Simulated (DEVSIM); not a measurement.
Device: abrupt Si n-p junction, at 350 K.

```tsv
layer (left to right)	material	thickness (μm)	Nd (cm⁻³)	Na (cm⁻³)	τn (s)	τp (s)
1	Si	0.330	2.7e15	-	6.2e-5	6.2e-5
2	Si	42.0	-	1.7e14	6.2e-5	6.2e-5
```

Left contact: ohmic. Right contact: ohmic. Voltage is applied to the left contact. Recombination: SRH at mid-gap. Mobility is μmin + (μ − μmin)/(1 + (N/Nref)^α).

Constants are typed, rounded textbook-type inputs, not results; the design itself was drawn at random and stands for no fabricated device. Values at 300 K; Nc and Nv go as T^1.5, mobilities as T to minus their exponent, the gap by Varshni's rule with the affinity fixed.

| parameter | Si |
|---|---|
| gap (eV) | 1.124 |
| affinity (eV) | 4.05 |
| permittivity | 11.7 |
| Nc (cm⁻³) | 2.86e19 |
| Nv (cm⁻³) | 3.1e19 |
| μn (cm²/Vs) | 1417 |
| μp (cm²/Vs) | 470 |
| μn,min | 52 |
| μp,min | 45 |
| Nref,n | 9.7e16 |
| Nref,p | 2.2e17 |
| αn | 0.68 |
| αp | 0.72 |
| T exponent of μn | 2.3 |
| T exponent of μp | 2.2 |
| Varshni α (eV/K) | 0.000473 |
| Varshni β (K) | 636 |

DEVSIM, 1D drift-diffusion, Boltzmann statistics, complete ionisation; no tunnelling, impact ionisation, image-force lowering or self-heating.

**Question.** Tabulate band edges, carrier densities and field at zero bias.

**Answer.** Energies count from the Fermi level of the right contact; mesh points crowd at the junctions.

```csv
x (μm),Ec (eV),Ev (eV),n (cm⁻³),p (cm⁻³),field (V/cm)
0.000,0.286,-0.824,2.7e15,5.3e7,340
0.02645,0.287,-0.823,2.6e15,5.5e7,350
0.08137,0.290,-0.821,2.4e15,5.9e7,500
0.1780,0.298,-0.813,1.9e15,7.6e7,1300
0.2852,0.321,-0.789,8.5e14,1.7e8,3500
0.3205,0.335,-0.775,5.3e14,2.7e8,4600
0.3436,0.346,-0.764,3.7e14,3.8e8,4700
0.4146,0.378,-0.732,1.3e14,1.1e9,4300
0.5417,0.430,-0.681,2.3e13,6.2e9,3900
0.8175,0.526,-0.585,9.7e11,1.5e11,3100
1.462,0.671,-0.439,7.7e9,1.9e13,1500
3.643,0.738,-0.372,8.4e8,1.7e14,≈ 0
7.548,0.738,-0.372,8.4e8,1.7e14,≈ 0
16.02,0.738,-0.372,8.4e8,1.7e14,≈ 0
32.26,0.738,-0.372,8.4e8,1.7e14,≈ 0
37.89,0.738,-0.372,8.4e8,1.7e14,≈ 0
40.30,0.738,-0.372,8.4e8,1.7e14,≈ 0
41.44,0.738,-0.372,8.4e8,1.7e14,≈ 0
42.03,0.738,-0.372,8.4e8,1.7e14,≈ 0
42.21,0.738,-0.372,8.4e8,1.7e14,≈ 0
42.29,0.738,-0.372,8.4e8,1.7e14,≈ 0
42.33,0.738,-0.372,8.4e8,1.7e14,≈ 0
```
